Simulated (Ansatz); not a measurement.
Response to strain in Si

Start from Si in the diamond structure (space group Fd-3m, No. 227).

```
Si
1.0
    0.00000     2.71688     2.71688
    2.71688     0.00000     2.71688
    2.71688     2.71688     0.00000
Si
2
Direct
  0.00000   0.00000   0.00000
  0.25000   0.25000   0.25000
```

Strains are applied to the cell and any free atomic positions relax.

Calculations: PBEsol in Ansatz (plane waves to 420 eV, PAW, without spin-orbit coupling).

Notes on the quantities. energy relative to the base: free energy F; hole mass: degenerate bands, along [100].

| case | energy relative to the base | hole mass | width of the top valence band |
|---|---|---|---|
| base | 0 meV/atom | 0.17, 0.26, 0.26 mₑ (at Γ) | 3.90 eV |
| isotropic strain −2.50 % | +36 meV/atom | 0.20, 0.25, 0.25 mₑ (at Γ) | 4.23 eV |
| isotropic strain −2.00 % | +22 meV/atom | 0.19, 0.25, 0.25 mₑ (at Γ) | 4.16 eV |
| isotropic strain −1.50 % | +12 meV/atom | 0.18, 0.25, 0.25 mₑ (at Γ) | ___ |
| isotropic strain −1.00 % | +5.4 meV/atom | 0.18, 0.25, 0.25 mₑ (at Γ) | ___ |
| isotropic strain −0.50 % | +1.3 meV/atom | 0.17, 0.26, 0.26 mₑ (at Γ) | 3.96 eV |
| isotropic strain +0.50 % | +1.3 meV/atom | 0.16, 0.26, 0.26 mₑ (at Γ) | 3.83 eV |
| isotropic strain +1.50 % | ___ | 0.15, 0.27, 0.27 mₑ (at Γ) | 3.71 eV |
| isotropic strain +2.00 % | +20 meV/atom | 0.14, 0.27, 0.27 mₑ (at Γ) | 3.65 eV |
| isotropic strain +3.00 % | ___ | 0.13, 0.28, 0.28 mₑ (at Γ) | 3.53 eV |

Some entries are withheld; estimate them.


- isotropic strain −1.50 %, width of the top valence band: 4.09 eV
- isotropic strain −1.00 %, width of the top valence band: 4.03 eV
- isotropic strain +1.50 %, energy relative to the base: +11 meV/atom
- isotropic strain +3.00 %, energy relative to the base: +43 meV/atom

The levels and masses belong to the bands next to the band gap. Effective masses come from finite differences of ±0.01 Å⁻¹. Stability against distortions was not tested.

Ansatz is an electronic-structure program.
